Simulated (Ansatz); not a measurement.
Ansatz (a first-principles code) run on SbAs (R3m, 2 atoms in the cell): self-consistent single point.

Method: LDA (PW92), harder PAW files (source: ansatz) made with PBE (plane waves; Ansatz).

```xyz
2
Lattice="2.0266 1.1701 3.7054 -2.0266 1.1701 3.7054 0.0000 -2.3401 3.7054" Properties=species:S:1:pos:R:3 pbc="T T T"
Sb     0.0000     0.0000     2.5968
As     0.0000     0.0000     8.5695
```

Reference input (self-consistent single point, DFT, LDA (PW92), plane waves, default PAW files made with PBE): basis.ecutwfc = 420 eV; kpoints.mp_grid.grid = 10 10 10; hamiltonian.xc = lda; hamiltonian.pseudopotentials = {kind: paw} (the program's default PAW files); scf.occupations.method = fermi_dirac; scf.occupations.width = 0.1 eV. This run's input differs from it in these lines:

Ansatz 0.2 input:
```diff
@@ -10,3 +10,3 @@
 basis:
-  ecutwfc: 420.0
+  ecutwfc: 250.0
 kpoints:
@@ -15,3 +15,3 @@
   xc: lda
-  pseudopotentials: { kind: paw }
+  pseudopotentials: { kind: paw, source: ansatz }
 scf:
```

Output (repeated stretches shortened):

```
SCF iter   1: F=—  HF=-13868.872024 eV  |F-HF|=—  |Δ(HF+E_count)|=         —  Δρ=5.95e-2  dr2=6.96e-1  ethr=3.10e-3  ⟨swp⟩=4.2  Hψ=9512  notcnv=0
all-band conjugate gradients solve this SCF's bands
preconditioner: auto → Kerker (q_TF=auto, 2.560 Å⁻¹)
SCF iter   2: F=—  HF=-13867.097965 eV  |F-HF|=—  |Δ(HF+E_count)|=    1.77e0  Δρ=2.28e-2  dr2=1.64e-1  ethr=1.93e-3  ⟨swp⟩=2.0  Hψ=6032  notcnv=0
   [... lines left out ...]
SCF iter   5: F=—  HF=-13866.959341 eV  |F-HF|=—  |Δ(HF+E_count)|=   1.32e-3  Δρ=7.29e-4  dr2=4.60e-4  ethr=1.01e-5  ⟨swp⟩=2.9  Hψ=3944  notcnv=0
SCF iter   6: F=—  HF=-13866.959272 eV  |F-HF|=—  |Δ(HF+E_count)|=   6.90e-5  Δρ=2.16e-4  dr2=2.59e-5  ethr=1.28e-6  ⟨swp⟩=2.2  Hψ=3237  notcnv=0
SCF iter   7: F=—  HF=-13866.959275 eV  |F-HF|=—  |Δ(HF+E_count)|=   3.35e-6  Δρ=4.00e-5  dr2=1.06e-6  ethr=7.18e-8  ⟨swp⟩=2.0  Hψ=2865  notcnv=0
SCF iter   8: F=-13866.959275 eV  HF=-13866.959275 eV  |F-HF|=1.01e-8  |Δ(HF+E_count)|=   2.12e-7  Δρ=8.48e-6  dr2=4.88e-8  ethr=2.78e-10  ⟨swp⟩=3.0  Hψ=8490  notcnv=0
SCF 1 converged in 8 iterations: F = -13866.959275 eV  dr2 = 4.88e-8
Free energy (F): -13866.959275 eV
Internal energy: -13866.949439 eV  (E = F + TS)
E sigma→0 (E₀):  -13866.954357 eV
Entropy (-TS):   -0.009836 eV (-4.918 meV/atom)
Fermi energy:    10.523784 eV
--- Forces (eV/Å), atoms counted from 1 ---
  atom   1  Sb     0.00000000    -0.00000001    -0.22245262
  atom   2  As     0.00000000     0.00000001     0.22249428
--- Stress (GPa, compression-positive) ---
       -3.288242       0.000000       0.000000
        0.000000      -3.288242      -0.000000
        0.000000      -0.000000      -4.126304
  P = ⅓ Tr σ = -3.5676 GPa (-35.676 kbar)
  The stress holds the Pulay correction. Without it, at fixed plane waves, as pw.x and ABINIT print it: P = -270.7555 GPa
```

The run converged in 8 iterations. Against the reference run the pressure goes from -3.41 to -3.57 GPa and the largest force goes from 0.207 to 0.222 eV/Å.

The starting cell comes from a database of computed structures (which also holds hypothetical and non-ambient phases and stackings), without a prior relaxation at this level. Its lattice was rescaled by up to half a per cent. One atom was moved a little off its site on purpose. Ansatz's pressure includes its estimate of the finite-basis (Pulay) stress. Without the estimate this run gives -270.76 GPa. The cutoff lies below the one recommended for these files. The run gives no clean gap (levels at the Fermi energy touch, overlap or are partly filled at this smearing), which alone does not show that the compound is a metal.
